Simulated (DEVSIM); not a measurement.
Structure: Ru/AlN/p-Si capacitor, at 300 K.

Layer 1 from the left is AlN, thickness (nm) 2.60. Layer 2 from the left is Si, thickness (nm) 5200, Na (cm⁻³) 1.2e16.

Metal gate on the left, work function 4.7 eV. Fixed charge at the semiconductor interface 2.2e10 cm⁻² (in units of +e); no interface traps.

The device is made up for the run: typed textbook-type constants, with dimensions and the other settings drawn at random. Values at 300 K.

AlN: gap (eV) 6.1, affinity (eV) 1.9, permittivity 8.5. Si: gap (eV) 1.124, affinity (eV) 4.05, permittivity 11.7, Nc (cm⁻³) 2.86e19, Nv (cm⁻³) 3.1e19.

Task: Estimate by hand the flat-band voltage, the threshold voltage, and compare with a numerical solution.

Result: 
- Flat-band voltage: C = 2.89 μF/cm², work-function difference -0.271 V; VFB = φms − qNf/C = -0.27 V; numerical -0.27 V.
- Threshold voltage: φF = 0.360 V, depletion charge √(4εqNφF) = 5.35e-8 C/cm²; VT = VFB + 2φF + Qd/C = 0.47 V; numerical 0.47 V.

DEVSIM, 1D Poisson equation in equilibrium, Boltzmann statistics, complete ionisation; no quantum confinement or tunnelling. Metal contacts follow the ideal Schottky-Mott rule: no Fermi-level pinning, no interface dipoles.
